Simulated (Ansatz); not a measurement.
# Band gap of LaTiO₂N (I2₁2₁2₁, No. 24, 10 atoms in the cell; start mp-1222738) at several levels of theory

No measured value is used here.

```json
[
 {"level (code)": "LDA (Ansatz)", "value (eV)": "1.27", "cell (Å³/atom)": "11.77"},
 {"level (code)": "PBEsol (Ansatz)", "value (eV)": "1.29", "cell (Å³/atom)": "12.06"},
 {"level (code)": "PBEsol+SOC (Ansatz)", "value (eV)": "1.29 (indirect)", "cell (Å³/atom)": "12.06"},
 {"level (code)": "r²SCAN (Ansatz)", "value (eV)": "1.60", "cell (Å³/atom)": "12.29"},
 {"level (code)": "r²SCAN+SOC (Ansatz)", "value (eV)": "1.62 (indirect)", "cell (Å³/atom)": "12.06"},
 {"level (code)": "r²SCAN+rVV10 (Ansatz)", "value (eV)": "1.60", "cell (Å³/atom)": "12.19"}
]
```

Computed values are for a static lattice. Levels without +SOC have no spin–orbit coupling; where heavier elements are present it shifts gaps, mostly down, and can invert bands.  PBEsol+SOC, r²SCAN+SOC: the gap is read on the k mesh or supercell of the run alone and can be too large. Values are at the level's own relaxed cell; PBEsol+SOC at the PBEsol cell; r²SCAN+SOC at the PBEsol cell. Cutoffs differ between the levels. Ansatz's density-functional and Hartree–Fock values are scalar-relativistic unless marked +SOC, with PAW data made under PBE.

A start named mp-… is a Materials Project structure, which need not be a measured phase.

Ansatz is a first-principles code.
